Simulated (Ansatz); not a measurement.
Consider WSi2 (space group I4/mmm, No. 139; a = 3.229 Å, c = 7.867 Å).

(Cell as relaxed with PBE.)

Levels (all Ansatz, a quantum-chemistry and plane-wave program, PAW): PBE (420 eV, without spin-orbit coupling); r2SCAN (500 eV, spin-orbit coupling left out).

Each level relaxes its own structure.

```csv
base,PBE,r2SCAN
volume per atom,13.67 Å³,13.42 Å³
lattice parameter a,3.229 Å,3.212 Å
band gap,zero,zero
```

Modification: cell and atoms relaxed at a pressure of 45 GPa.

```
quantity              PBE    r2SCAN
---------------  --------  --------
c/a ratio           2.466     2.461
volume per atom  11.77 Å³  11.64 Å³
```

PBE's c/a ratio lies 0.0043 above r2SCAN's; PBE's volume per atom lies 0.136 Å³ above r2SCAN's (1.2 %). Neither level is exact; r2SCAN is the comparison here, not a measurement.

Load acts through the strain it causes; cell and atoms are relaxed under it. No phonon test of stability was made. Competing high-pressure phases were not computed. All final runs are without spin polarisation.
